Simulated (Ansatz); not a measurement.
Start from ZnO in the wurtzite structure (space group P6_3mc, No. 186; a = 3.187 Å, c = 5.153 Å).

Calculations: Ansatz (an electronic-structure program), LDA, PAW, cutoff 420 eV, no spin-orbit coupling.

Strains are applied to the cell and any free atomic positions relax.

One change was made to it. Results:

```csv
quantity,base,after
energy relative to the base (free energy F),0 meV/atom,+51 meV/atom
width of the top valence band,1.93 eV,2.15 eV
electron mass,0.15 mₑ (at Γ),0.18 mₑ (at Γ)
"pressure (mean of the normal stresses, compression positive)",0.00 GPa,18.05 GPa
```

Which change produced these results?
A) isotropic strain −1.80 %
B) isotropic strain −3.00 %
C) isotropic strain −1.20 %
D) isotropic strain −2.40 %

B, isotropic strain −3.00 %. For comparison, the energy relative to the base in the other runs: isotropic strain −2.40 % gives +32 meV/atom; isotropic strain −1.20 % gives +7.7 meV/atom; isotropic strain −1.80 % gives +18 meV/atom.

The levels and masses belong to the bands next to the band gap. Effective masses come from finite differences of ±0.01 Å⁻¹. No phonon test of stability was made.
